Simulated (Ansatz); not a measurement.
The starting structures come from a database of crystals and need not be the phases stable at ambient conditions.

 Where the default PAW files enter, the runs use the earlier of Ansatz's two default sets.

Input:

```
CELL_PARAMETERS angstrom
      3.93022     0.00000     0.00000
      1.96511     3.40367     0.00000
      1.96511     1.13456     6.41726
ATOMIC_POSITIONS crystal
  Ga 0.99756 0.99756 0.00733
  Ga 0.50249 0.50249 0.49252
  P  0.62502 0.62502 0.12493
  As 0.12493 0.12493 0.62521
```

Space group of this cell: R3m. The cell is taken as given.

Level of theory: r2SCAN (plane waves, PAW; Ansatz, a quantum-chemistry and plane-wave program).

The current runs along the normal of the first two printed vectors; no spin-orbit coupling. Scaled by the factor s: all lengths (ions clamped). Meshes 10×10×10 and 12×12 across the current in all rows.

```tsv
s	mean pressure (GPa)	band gap (eV)
0.98	5.5	1.59
1.00	0.0	1.46
1.02	-4.1	?
```

Question: Take the slope of the band gap against ln s from the two given rows, extrapolate to s = 1.02, and say what the run there gives.

Answer: Slope = (1.59 − 1.46) / ln 0.98 = -6.43 eV. The line gives 1.46 + (-6.43) × ln 1.02 = 1.33 eV. The run gives 1.04 eV, 0.29 eV under the line, 230 % of the predicted step.
